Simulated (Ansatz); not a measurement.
Take TiB2 (space group P6/mmm, No. 191; a = 3.017 Å, c = 3.185 Å) as the base. Axes: x lies along a and z along c of the hexagonal cell.

Method: PBEsol (Ansatz, a program for electronic structure; PAW; 420 eV plane waves; spin-orbit coupling left out).

Strains are applied to the cell and any free atomic positions relax; under biaxial strain the out-of-plane vector relaxes too.

One change was made to it. Results:

The volume per atom rises by 0.13 Å³, from 8.37 Å³ to 8.50 Å³; the pressure (mean of the normal stresses, compression positive) goes from zero to -4.4 GPa; the band gap remains zero.

**Question.** Which of these changes matches the shifts?
(A) biaxial strain +0.50 %, plane normal [001], relaxed out of plane
(B) biaxial strain +1.00 %, plane normal [001], relaxed out of plane
(C) biaxial strain +2.00 %, plane normal [001], relaxed out of plane

**Answer.** B, biaxial strain +1.00 %, plane normal [001], relaxed out of plane. For comparison, the pressure in the other runs: biaxial strain +0.50 %, plane normal [001], relaxed out of plane gives -2.2 GPa; biaxial strain +2.00 %, plane normal [001], relaxed out of plane gives -8.6 GPa.

The mesh was chosen for an insulator and is coarse for the gapless case. Without a gap, meshes like the base's 13×13×10 leave anisotropic stresses uncertain by several tenths of a GPa, and small strain energies with them. Stability against distortions was not tested. The final runs are not spin-polarised.
